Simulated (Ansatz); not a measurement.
## Effect of biaxial strain −0.75 %, plane normal [001], relaxed out of plane on CdGeAs2

Take CdGeAs$_{2}$ in the chalcopyrite structure (space group I-42d, No. 122; a = 5.942 Å, c = 11.312 Å) as the base. Axes: x, y, z lie along a, b, c of the conventional cell.

It is then changed as follows: biaxial strain −0.75 %, plane normal [001], relaxed out of plane (Cartesian); in-plane vectors clamped, the third vector and the atoms free.

All numbers come from PBEsol/PAW in Ansatz (a first-principles code), spin-orbit coupling left out. Γ-centred 8×8×8 mesh, Fermi–Dirac width 0.05 eV.

The shortest interatomic distance shrinks by 0.003 Å, from 2.447 Å to 2.444 Å and the energy grows by 0.7 meV/atom. The pressure (mean of the normal stresses, compression positive) goes from zero to 0.40 GPa and the band gap shrinks by 0.01 eV, from 0.13 eV to 0.12 eV (uncertain: the Fermi level lies in a band; both cells). The out-of-plane strain is +0.90 % and the mean in-plane stress (compression positive) is +0.6 GPa.

Final structure (turned so that z lies along the plane normal):

```yaml
crystal:
  lattice:
    - [5.89742, 0.00000, 0.00000]
    - [0.00000, 5.89742, 0.00000]
    - [2.94871, -2.94871, 5.70714]
  atoms:
    - { symbol: Cd, position: [0.00000, 0.00000, 0.00000] }
    - { symbol: Cd, position: [0.25000, 0.25000, 0.50000] }
    - { symbol: Ge, position: [0.50000, 0.50000, 0.00000] }
    - { symbol: Ge, position: [0.75000, 0.75000, 0.50000] }
    - { symbol: As, position: [0.62500, 0.39979, 0.25000] }
    - { symbol: As, position: [0.39979, 0.12500, 0.75000] }
    - { symbol: As, position: [0.12500, 0.85021, 0.25000] }
    - { symbol: As, position: [0.85021, 0.62500, 0.75000] }
```

No phonon test of stability was made. The zero or small gap of CdGeAs2 can change with the level of theory.
